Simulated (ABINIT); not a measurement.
Input and output of a self-consistent single point for NaH (Fm-3m, 2 atoms in the cell) (ABINIT).

Computed with PBE, norm-conserving pseudopotentials (PseudoDojo nc-sr-05 PBE standard) (plane waves; ABINIT).

The change in words: lattice scaled by 0.98. Reference geometry:
```xyz
2
Lattice="0.0000 2.4400 2.4400 2.4400 0.0000 2.4400 2.4400 2.4400 0.0000" Properties=species:S:1:pos:R:3 pbc="T T T"
Na     0.0000     0.0000     0.0000
H      2.4400     2.4400     2.4400
```

Reference input (self-consistent single point, DFT, PBE, plane waves, norm-conserving pseudopotentials (PseudoDojo nc-sr-05 PBE standard)): pseudos = [Na.upf, H.upf]; ecut = 88 Ry; ixc = 11; occopt = 3; tsmear = 0.00183747 Ha; ngkpt = 6 6 6; nshiftk = 1; shiftk = 0 0 0; potentials = PseudoDojo nc-sr-05 PBE standard; nband = 10; kptopt = 1; nstep = 80. This run's input differs from it in these lines:

```diff
@@ -5,5 +5,5 @@
 rprim
-         0.0000000000    4.6109317441    4.6109317441
-         4.6109317441    0.0000000000    4.6109317441
-         4.6109317441    4.6109317441    0.0000000000
+         0.0000000000    4.5187131092    4.5187131092
+         4.5187131092    0.0000000000    4.5187131092
+         4.5187131092    4.5187131092   -0.0000000000
 natom 2
```

Output, abridged:

```
--- !BeginCycle
solver: {iscf: 7, nstep: 80, nline: 4, wfoptalg: 0, }
tolerances: {tolvrs: 1.00E-10, }
...

     iter   Etot(hartree)      deltaE(h)  residm     vres2
 ETOT  1  -46.288949011138    -4.629E+01 6.919E-02 1.019E+02
 ETOT  2  -46.311414805076    -2.247E-02 2.016E-04 2.091E+00
 ETOT  3  -46.311500899029    -8.609E-05 1.636E-05 3.455E-02
 ETOT  4  -46.311501570305    -6.713E-07 1.758E-05 6.138E-03
 ETOT  5  -46.311502516289    -9.460E-07 8.545E-07 1.072E-04
 ETOT  6  -46.311502519792    -3.502E-09 8.319E-07 3.085E-06
 ETOT  7  -46.311502520035    -2.433E-10 4.542E-08 9.804E-09
 ETOT  8  -46.311502520032     3.496E-12 4.102E-08 3.698E-10
 ETOT  9  -46.311502520035    -3.290E-12 2.647E-09 2.565E-12
 At SCF step    9       vres2   =  2.56E-12 < tolvrs=  1.00E-10 =>converged.

 Cartesian components of stress tensor (hartree/bohr^3)
  sigma(1 1)= -2.72807626E-05  sigma(3 2)=  0.00000000E+00
  sigma(2 2)= -2.72807626E-05  sigma(3 1)=  0.00000000E+00
  sigma(3 3)= -2.72807626E-05  sigma(2 1)=  0.00000000E+00

 ----iterations are completed or convergence reached----

 reduced coordinates (array xred) for    2 atoms
       0.000000000000      0.000000000000      0.000000000000
       0.500000000000      0.500000000000      0.500000000000
 cartesian forces (eV/Angstrom) at end:
    1     -0.00000000000000    -0.00000000000000    -0.00000000000000
    2     -0.00000000000000    -0.00000000000000    -0.00000000000000
 frms,max,avg= 0.0000000E+00 0.0000000E+00   0.000E+00  0.000E+00  0.000E+00 e/A
   [... lines left out ...]
 Fermi (or HOMO) energy (hartree) =   0.06390   Average Vxc (hartree)=  -0.28733
 Fermi (or HOMO) energy (eV) =   1.73893   Average Vxc (eV)=  -7.81872
   [... lines left out ...]
total_energy        : -4.63115025200350E+01
total_energy_eV     : -1.26020007220603E+03
band_energy         : -8.84394762444469E+00
...

-Cartesian components of stress tensor (GPa)         [Pressure=  8.0263E-01 GPa]
- sigma(1 1)= -8.02627612E-01  sigma(3 2)=  0.00000000E+00
- sigma(2 2)= -8.02627612E-01  sigma(3 1)=  0.00000000E+00
- sigma(3 3)= -8.02627612E-01  sigma(2 1)=  0.00000000E+00

 Calculation completed.
```

The run converged in 9 iterations. Against the reference run the free energy stays essentially unchanged (within 1 meV/atom), the pressure goes from -0.62 to 0.80 GPa and the gap on the mesh goes from 3.761 to 3.866 eV.

The starting cell has typed, rounded lattice constants, without a prior relaxation at this level. For this run, on top of that: lattice scaled by 0.98.
